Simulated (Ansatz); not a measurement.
The starting structures come from a database of crystals and need not be the phases stable at ambient conditions.

## Evanescent states of NaSr$_{4}$(BN$_{2}$)$_{3}$ (Im-3m, not sure to be the ambient phase, 14 atoms a cell, 15.6 Å³ an atom, -2 GPa at this level) along the normal of (001)

These are r2SCAN (plane waves, PAW; Ansatz, an electronic-structure program) values and carry that method's errors.

The gap is the functional's own. No spin-orbit coupling. Mid-gap values are interpolated on the energy grid.

Energies count from the valence-band top; κ is the least over a 4×4 mesh across the current.

```
E (eV)  κ (1/Å)  where
------  -------  -----
0.07      0.108      Γ
0.20      0.182      Γ
0.33      0.230      Γ
0.46      0.267      Γ
0.58      0.295      Γ
0.71      0.314      Γ
0.84      0.308      Γ
0.97      0.302      Γ
1.10      0.294      Γ
1.24      0.285      Γ
1.36      0.275      Γ
1.50      0.262      Γ
1.62      0.248      Γ
1.75      0.232      Γ
1.89      0.212      Γ
2.02      0.188      Γ
2.15      0.158      Γ
2.27      0.116      Γ
2.40      0.033      Γ
```

### Question
How thick must the barrier be to attenuate the transmission by 10^6 when the electrodes' Fermi level lies at 0.33 eV, and what attenuation does that film give at 1.75 eV?

### Answer
d = 6 ln 10 / (2 × 0.230) = 30.0 Å. At 1.75 eV it gives 6 × 0.232/0.230 = 6.1 decades.
